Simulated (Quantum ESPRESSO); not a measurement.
## Short convergence ladders for InBi (P4mm, 4 atoms in the cell)

```yaml
crystal:
  lattice:
    - [4.92555, 0.00000, 0.00000]
    - [0.00000, 4.92555, 0.00000]
    - [0.00000, 0.00000, 5.23795]
  atoms:
    - { symbol: In, position: [0.50000, 0.50000, 0.00000] }
    - { symbol: In, position: [0.00000, 0.00000, 0.00000] }
    - { symbol: Bi, position: [0.50000, 0.00000, 0.36956] }
    - { symbol: Bi, position: [0.00000, 0.50000, 0.63999] }
```

Base method: LDA (PW92), PseudoDojo standard norm-conserving (LDA) pseudopotentials (plane waves; Quantum ESPRESSO).

Base settings: ecutwfc = 70 Ry; occupations = smearing; smearing = gauss; degauss = 0.0073499 Ry; potentials = {In: In.upf, Bi: Bi.upf}; K_POINTS = automatic 3 3 2 0 0 0; conv_thr = 1e-10 Ry.

The count of work is k-points × plane waves × bands × iterations; it is no time. 

**The plane-wave cutoff**

The second cell is the first with its lattice scaled by 0.98.

The mesh stays at the base's, so the ladder's end is converged at best in this setting alone.

Only quantities that move along the ladder and can be compared are tabulated.

| ecutwfc | free energy less the last step's (meV/atom) | energy of the compressed cell less the first (meV/atom) | pressure (GPa) | largest difference of a force vector from the last step's (eV/Å) | count of work / last |
|---|---|---|---|---|---|
| 24 Ry | 60106.35 | 376.30 | -698.19 | 0.043 | 0.060 |
| 38 Ry | 5723.89 | 73.70 | -148.67 | 0.028 | 0.12 |
| 63 Ry | 4.18 | -36.19 | -4.60 | 0.000 | 0.23 |
| 70 Ry | 0.50 | -36.14 | -4.23 | 0.000 | 0.27 |
| 84 Ry | 0.26 | -36.14 | -4.23 | 0.000 | 0.35 |
| 168 Ry | 0.00 | -36.14 | -4.22 | 0.000 | 1.0 |

Coarsest ecutwfc that holds the free energy within 2 meV/atom of the last step, with all finer ones: 70 Ry, at 0.27 of the last step's count of work; the step before is off by 4.2 meV/atom.

Coarsest ecutwfc that holds the energy of the compressed cell less the first within 0.2 meV/atom of the last step, with all finer ones: 63 Ry, at 0.23 of the last step's count of work; the step before is off by 110 meV/atom.

Coarsest ecutwfc that holds the pressure within 1 GPa of the last step, with all finer ones: 63 Ry, at 0.23 of the last step's count of work; the step before is off by 140 GPa.

The energy difference between the two cells stays within 1 meV/atom of the last step's from 63 Ry on, the total only from 70 Ry on: much of the error is common to both cells and cancels.

At the lowest cutoff the pressure lies 694 GPa under the last step's, the usual sign of Pulay stress in an incomplete plane-wave basis.

**The cutoff for other potential files**

Level: DFT, LDA (PZ), plane waves, PSlibrary ultrasoft (LDA, semicore) pseudopotentials.

In this ladder: pseudopotentials = {In: In.pz-dn-rrkjus_psl.1.0.0.UPF, Bi: Bi.pz-dn-rrkjus_psl.1.0.0.UPF}. Moved along: ecutrho.

The second cell is the first with its lattice scaled by 0.98.

The mesh stays at the base's, so the ladder's end is converged at best in this setting alone.

Only quantities that move along the ladder and can be compared are tabulated.

```csv
ecutwfc,free energy less the last step's (meV/atom),energy of the compressed cell less the first (meV/atom),pressure (GPa),largest difference of a force vector from the last step's (eV/Å),count of work / last
22 Ry,42185.31,433.31,-842.97,0.434,0.11
28 Ry,7566.21,74.14,-221.53,0.119,0.15
35 Ry,774.70,-37.48,-34.97,0.009,0.21
42 Ry,146.40,-33.89,-5.74,0.001,0.28
50 Ry,109.66,-34.01,-5.11,0.001,0.36
75 Ry,9.20,-34.34,-4.17,0.000,0.65
100 Ry,0.00,-34.29,-4.20,0.000,1.0
```

Coarsest ecutwfc that holds the forces within 0.005 eV/Å of the last step, with all finer ones: 42 Ry, at 0.28 of the last step's count of work; the step before is off by 0.009 eV/Å.

Coarsest ecutwfc that holds the pressure within 0.1 GPa of the last step, with all finer ones: 75 Ry; the step before is off by 0.92 GPa.

Coarsest ecutwfc that holds the free energy within 5 meV/atom: not settled: the last two steps still differ by 9.2 meV/atom, over half the tolerance, so the ladder does not show it.

At the lowest cutoff the pressure lies 839 GPa under the last step's, the usual sign of Pulay stress in an incomplete plane-wave basis.

On the base run: the starting cell comes from a database of computed structures (which also holds hypothetical and non-ambient phases and stackings), without a prior relaxation at this level. Its lattice was rescaled by up to half a per cent. One atom was moved a little off its site on purpose. In the base run, with a pressure of about -4 GPa the cell is away from its equilibrium volume at this level. Without a gap this mesh is coarse (it stands for a supercell whose shortest vector is 10 Å).
